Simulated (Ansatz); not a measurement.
**Al, response to strain**

Start from Al in the fcc (Cu type) structure (space group Fm-3m, No. 225; a = 4.0155 Å; relaxed with 0.1 eV smearing). Axes: x, y, z lie along the cube axes.

Strains are applied to the cell and any free atomic positions relax; under biaxial strain the out-of-plane vector relaxes too.

Calculations: DFT with PBEsol, PAW potentials and a 420 eV plane-wave cutoff in Ansatz (a first-principles code), no spin-orbit coupling.

Candidates:
(a) biaxial strain +2.00 %, plane normal [001], relaxed out of plane
(b) biaxial strain +1.50 %, plane normal [001], relaxed out of plane
(c) biaxial strain −1.50 %, plane normal [001], relaxed out of plane
(d) biaxial strain +3.00 %, plane normal [001], relaxed out of plane

Task: Order them by out-of-plane strain, lowest first.

Result: (d) biaxial strain +3.00 %, plane normal [001], relaxed out of plane (-3.05 %), (a) biaxial strain +2.00 %, plane normal [001], relaxed out of plane (-2.09 %), (b) biaxial strain +1.50 %, plane normal [001], relaxed out of plane (-1.61 %), (c) biaxial strain −1.50 %, plane normal [001], relaxed out of plane (+1.75 %)

Whether these cells are dynamically stable was not tested.
